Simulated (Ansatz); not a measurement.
## Response to strain in BN

The reference is BN (space group P6_3/mmc, No. 194; layered, stacked along the Cartesian z axis).

```
CELL_PARAMETERS angstrom
      2.50046     0.00000     0.00000
     -1.25023     2.16546     0.00000
      0.00000     0.00000     6.41169
ATOMIC_POSITIONS crystal
  B  0.66667 0.33333 0.25000
  B  0.33333 0.66667 0.75000
  N  0.33333 0.66667 0.25000
  N  0.66667 0.33333 0.75000
```

Strains are applied to the cell and any free atomic positions relax.

The values are results of PBEsol-D3(BJ) (Ansatz, an electronic-structure program; PAW; 420 eV plane waves; no spin-orbit coupling), not measurements.

Notes on the quantities. pressure: mean of the normal stresses, compression positive.

```csv
isotropic strain (%),pressure (GPa)
0,0.0
0.6,-4.4
1.2,?
1.8,-12.4
2.4,-15.9
3,-19.2
```

### Question
Fit P = P₀ − Bδ + Cδ² with δ = (1 + ε)³ − 1 to the rows shown and predict the withheld row.

### Answer
Least squares on the printed values gives P₀ = 0.0 GPa, B = 252 GPa (at held cell shape), C = 482 GPa (largest residual 0.0 GPa); this predicts -8.5 GPa, and the run gives -8.6 GPa, in agreement.

Stability against distortions was not tested.
